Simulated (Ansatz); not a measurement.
Start from Tl in the hcp (Mg type) structure (space group P6_3/mmc, No. 194; a = 3.4761 Å, c = 5.4715 Å; relaxed with 0.1 eV smearing). Axes: x lies along a and z along c of the hexagonal cell.

Computed with PBEsol in Ansatz (plane waves to 420 eV, PAW, spin-orbit coupling left out).

For the base:

Shortest interatomic distance: 3.393 Å

It is then changed as follows: the cell is stretched by 2.50 % along x with no lateral relaxation, atoms relaxed at fixed cell.

### Question
What does the calculation give for the energy relative to the base after the change?

### Answer
The energy rises by 2.1 meV/atom.

### Question
What happens to the shortest interatomic distance?

### Answer
The shortest interatomic distance goes up by 0.007 Å (3.393 Å → 3.400 Å).

### Question
What does the calculation give for the stress after the change?

### Answer
The stress (xx, yy, zz, yz, xz, xy; compression positive) comes out as (-0.9, -0.8, -0.7, 0.0, 0.0, 0.0) GPa.

### Question
What does the calculation give for the largest internal atomic displacement after the change?

### Answer
The largest internal atomic displacement comes out as 0.026 Å.

The cells carry an imposed strain or load. Stability against distortions was not tested.

Ansatz is a quantum-chemistry and plane-wave program.
